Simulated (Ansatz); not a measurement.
Start from AlP in the zinc blende structure (space group F-43m, No. 216; a = 5.508 Å).

All numbers come from PBE (Ansatz, a program for electronic structure, PAW, without spin-orbit coupling).

Carriers are added at fixed cell with a uniform background; the Fermi–Dirac width is that of 300 K.

One change was made to it. Results:

The gap between the host's bands rises by 0.075 eV, from 1.63 eV to 1.71 eV; the Fermi level relative to the doped band's edge (positive inside the band; to 0.05 eV) is +0.25 eV; the gap character stays indirect, Γ → X.

Question: Which change produced these results?
(A) electrons 7.0×10^20 cm⁻³
(B) electrons 1.5×10^21 cm⁻³
(C) holes 5.0×10^21 cm⁻³
(D) holes 2.0×10^21 cm⁻³

Answer: D, holes 2.0×10^21 cm⁻³. For comparison, the gap between the host's bands in the other runs: electrons 7.0×10^20 cm⁻³ gives 1.62 eV; holes 5.0×10^21 cm⁻³ gives 1.82 eV; electrons 1.5×10^21 cm⁻³ gives 1.60 eV.

Charged cell with a jellium background: band edges are those of the host's band count, energies are not comparable with the neutral cell, and many-body gap narrowing is missing. Stability against distortions was not tested.
